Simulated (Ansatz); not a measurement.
**Ti: response to strain**

The parent structure is Ti (space group P6/mmm, No. 191; a = 4.568 Å, c = 2.826 Å; a cell from a computed database, its experimental status unchecked; relaxed with 0.1 eV smearing). Axes: x lies along a and z along c of the hexagonal cell.

Strains are applied to the cell and any free atomic positions relax; under biaxial strain the out-of-plane vector relaxes too; under stress the whole cell relaxes.

All numbers come from Ansatz (an electronic-structure program) r2SCAN, no SOC, earlier PAW set.

Notes on the quantities. energy relative to the base: free energy F; pressure: mean of the normal stresses, compression positive.

```json
[
 {"case": "base", "energy relative to the base": "0 meV/atom", "pressure": "0.0 GPa", "volume per atom": "17.03 Å³"},
 {"case": "biaxial strain −3.15 %, plane normal [001], relaxed out of plane", "energy relative to the base": "–", "pressure": "6.2 GPa", "volume per atom": "16.20 Å³"},
 {"case": "biaxial strain +2.05 %, plane normal [001], relaxed out of plane", "energy relative to the base": "–", "pressure": "-3.5 GPa", "volume per atom": "17.59 Å³"},
 {"case": "isotropic strain −0.45 %", "energy relative to the base": "+1.1 meV/atom", "pressure": "1.6 GPa", "volume per atom": "16.80 Å³"},
 {"case": "isotropic strain +2.30 %", "energy relative to the base": "+28 meV/atom", "pressure": "-7.1 GPa", "volume per atom": "18.23 Å³"},
 {"case": "uniaxial strain ε_yy = −2.85 %", "energy relative to the base": "+9.3 meV/atom", "pressure": "3.5 GPa", "volume per atom": "16.54 Å³"},
 {"case": "uniaxial strain ε_yy = +1.98 %", "energy relative to the base": "+4.2 meV/atom", "pressure": "-2.2 GPa", "volume per atom": "17.36 Å³"},
 {"case": "uniaxial strain ε_yy = +2.79 %", "energy relative to the base": "+8.2 meV/atom", "pressure": "-3.0 GPa", "volume per atom": "17.50 Å³"},
 {"case": "tensor shear ε_xz = −1.64 %", "energy relative to the base": "+3.6 meV/atom", "pressure": "0.0 GPa", "volume per atom": "17.02 Å³"},
 {"case": "uniaxial stress, 2 GPa compression along z", "energy relative to the base": "[?]", "pressure": "–", "volume per atom": "[?]"}
]
```

### Question
Complete the table.

### Answer

- uniaxial stress, 2 GPa compression along z, energy relative to the base: +0.8 meV/atom
- uniaxial stress, 2 GPa compression along z, volume per atom: 16.94 Å³

Stability under load was not tested beyond the relaxation. The final runs are not spin-polarised. This is not the structure that Ti has at room temperature and ambient pressure.
